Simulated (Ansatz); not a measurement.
Results of LDA (PAW; Ansatz, a program for electronic structure) for WN₂ (P6₃/mmc, No. 194, 6 atoms in the cell; start mp-1077232).

Settings: plane-wave cutoff 520 eV, 12×12×6 k mesh (along the axes of the cell as run), Fermi–Dirac smearing 0.01 eV, no spin polarisation, scalar-relativistic PAW data made under PBE.

Cell (relaxed at this level):

```yaml
crystal:
  lattice:
    - [2.88351, 0.00000, 0.00000]
    - [-1.44175, 2.49719, 0.00000]
    - [0.00000, 0.00000, 7.69630]
  atoms:
    - { symbol: W, position: [0.33333, 0.66667, 0.75000] }
    - { symbol: W, position: [0.66667, 0.33333, 0.25000] }
    - { symbol: N, position: [0.00000, 0.00000, 0.91021] }
    - { symbol: N, position: [0.00000, 0.00000, 0.08979] }
    - { symbol: N, position: [0.00000, 0.00000, 0.41021] }
    - { symbol: N, position: [0.00000, 0.00000, 0.58979] }
```

### Question
What does this level give for the band gap, smallest direct gap on the k points sampled and direct gap at Γ?

### Answer

band gap: 1.37 eV
smallest direct gap on the k points sampled: 1.78 eV
direct gap at Γ: 2.50 eV

Spin–orbit coupling is not included.

Static lattice: no zero-point or thermal effects.

Cost on a shared machine: about 18 core-seconds (a rough figure).

A start named mp-… is a Materials Project structure, which need not be a measured phase.
